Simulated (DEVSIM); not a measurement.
# Schottky contact on n-type β-Ga2O3

Structure: Schottky contact on n-type β-Ga2O3, at 300 K.

| layer (left to right) | material | thickness (μm) | Nd (cm⁻³) | τn (s) | τp (s) |
|---|---|---|---|---|---|
| 1 | β-Ga2O3 | 0.330 | 5.1e16 | 5.6e-10 | 5.6e-10 |

Left contact: Schottky, work function 5.49 eV, emission velocity 4.4e6 cm/s. Right contact: ohmic. Voltage is applied to the left contact. Recombination: SRH at mid-gap, radiative. Mobility is constant in doping.

The device is made up for the run: typed textbook-type constants, with dimensions and the other settings drawn at random. Values at 300 K.

```csv
parameter,β-Ga2O3
gap (eV),4.8
affinity (eV),4
permittivity,10
Nc (cm⁻³),3.7e18
Nv (cm⁻³),5e20
μn (cm²/Vs),160
μp (cm²/Vs),1
B (cm³/s),1e-12
```

DEVSIM, 1D drift-diffusion, Boltzmann statistics, complete ionisation; no tunnelling, impact ionisation, image-force lowering or self-heating. Metal contacts follow the ideal Schottky-Mott rule: no Fermi-level pinning, no interface dipoles.

- Potential step across the device at zero bias: 1.379 V
- Largest field in the device at zero bias: 160000 V/cm
- Dark forward voltage at 1 A/cm²: 1.118 V
- Dark forward voltage at 100 A/cm²: 1.244 V

Dark forward current:

```json
[
 {"V (V)": "0.30", "J (A/cm²)": "2.2e-14"},
 {"V (V)": "0.35", "J (A/cm²)": "1.5e-13"},
 {"V (V)": "0.40", "J (A/cm²)": "1.1e-12"},
 {"V (V)": "0.45", "J (A/cm²)": "7.2e-12"},
 {"V (V)": "0.55", "J (A/cm²)": "3.4e-10"},
 {"V (V)": "0.60", "J (A/cm²)": "2.4e-9"},
 {"V (V)": "0.65", "J (A/cm²)": "1.6e-8"},
 {"V (V)": "0.70", "J (A/cm²)": "1.1e-7"},
 {"V (V)": "0.75", "J (A/cm²)": "7.6e-7"},
 {"V (V)": "0.80", "J (A/cm²)": "5.2e-6"},
 {"V (V)": "0.90", "J (A/cm²)": "0.00024"},
 {"V (V)": "0.95", "J (A/cm²)": "0.0017"},
 {"V (V)": "1.00", "J (A/cm²)": "0.011"},
 {"V (V)": "1.05", "J (A/cm²)": "0.076"},
 {"V (V)": "1.10", "J (A/cm²)": "0.51"},
 {"V (V)": "1.15", "J (A/cm²)": "3.4"},
 {"V (V)": "1.25", "J (A/cm²)": "130"},
 {"V (V)": "1.30", "J (A/cm²)": "530"},
 {"V (V)": "1.35", "J (A/cm²)": "1400"},
 {"V (V)": "1.40", "J (A/cm²)": "2700"}
]
```

Small-signal capacitance in reverse bias (quasi-static):

```json
[
 {"V (V)": "-0.04", "C (nF/cm²)": "50.9"},
 {"V (V)": "-0.1", "C (nF/cm²)": "49.9"},
 {"V (V)": "-0.2", "C (nF/cm²)": "48.2"},
 {"V (V)": "-0.3", "C (nF/cm²)": "46.8"},
 {"V (V)": "-0.4", "C (nF/cm²)": "45.4"},
 {"V (V)": "-0.6", "C (nF/cm²)": "43.0"},
 {"V (V)": "-0.8", "C (nF/cm²)": "41.0"},
 {"V (V)": "-1", "C (nF/cm²)": "39.2"},
 {"V (V)": "-1.3", "C (nF/cm²)": "36.9"},
 {"V (V)": "-1.6", "C (nF/cm²)": "35.0"},
 {"V (V)": "-2", "C (nF/cm²)": "32.8"}
]
```
